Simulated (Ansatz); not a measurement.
We consider CrCl₃ (R-3, No. 148; cell taken from a computed entry), described by HSE06 in Ansatz (PAW).

Settings: plane-wave cutoff 460 eV, 4×4×4 k mesh, Fermi–Dirac smearing 0.01 eV, spin-polarised start, scalar-relativistic PAW data made under PBE.

Cell (relaxed with PBEsol):

```cif
data_Cl18Cr6
_chemical_formula_sum 'Cr6 Cl18'
_space_group_name_H-M_alt 'R-3 :H'
_space_group_IT_number 148
_space_group_name_Hall '-R 3'
_cell_length_a 5.93413
_cell_length_b 5.93413
_cell_length_c 18.50327
_cell_angle_alpha 90.000
_cell_angle_beta 90.000
_cell_angle_gamma 120.000
loop_
_atom_site_label
_atom_site_type_symbol
_atom_site_symmetry_multiplicity
_atom_site_Wyckoff_symbol
_atom_site_fract_x
_atom_site_fract_y
_atom_site_fract_z
_atom_site_occupancy
Cr1 Cr 6 c 0.00000 0.00000 0.33336 1
Cl1 Cl 18 f 0.02315 0.33321 0.26203 1
```
(The calculation used a cell of 8 atoms; values per cell refer to that cell.)

Problem. Predict the band gap, smallest direct gap on the k points sampled and Γ–Γ gap.

Solution. 
* **band gap**: 4.07 eV (indirect)
* **smallest direct gap on the k points sampled**: 4.15 eV
* **Γ–Γ gap**: 4.44 eV

Note: the magnetic order was assumed, not searched for or taken from measurement; the cell comes from a level without a dispersion term, which matters for the spacing of layers, chains or molecules; cell and atoms aren't relaxed at this level (largest force component 0.22 eV/Å, pressure 2.2 GPa); the cell has widely spaced layers and the level no dispersion term, so their spacing and the moduli can rest on weak binding.

Static lattice: no zero-point or thermal effects.

Ansatz is a first-principles code.
